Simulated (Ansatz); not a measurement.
LuI₃ (model structure, from the ReO3 type, Pm-3m, No. 221): smallest direct gap on the k points sampled by level of theory

No measured value is used here.

### Question
Put these levels in order of the smallest direct gap on the k points sampled that they give for LuI₃ (model structure, from the ReO3 type, Pm-3m, No. 221), smallest first: HSE06+SOC (Ansatz, a first-principles code), PBE0 (Ansatz), r²SCAN+SOC (Ansatz).

### Answer
r²SCAN+SOC (2.74 eV), HSE06+SOC (3.26 eV), PBE0 (4.39 eV)

Computed values are for a static lattice. Spin–orbit coupling is included only where a level's name says +SOC; with heavier elements it mostly lowers gaps and can invert bands.  Values are at the PBEsol cell. Cutoffs and k meshes differ between the levels. Ansatz's density-functional and Hartree–Fock values are scalar-relativistic unless marked +SOC, with PAW data made under PBE.

A model structure was made by putting elements into a prototype or built by hand; it is no filed structure, need not be a known phase, and can be a saddle point held by its symmetry.
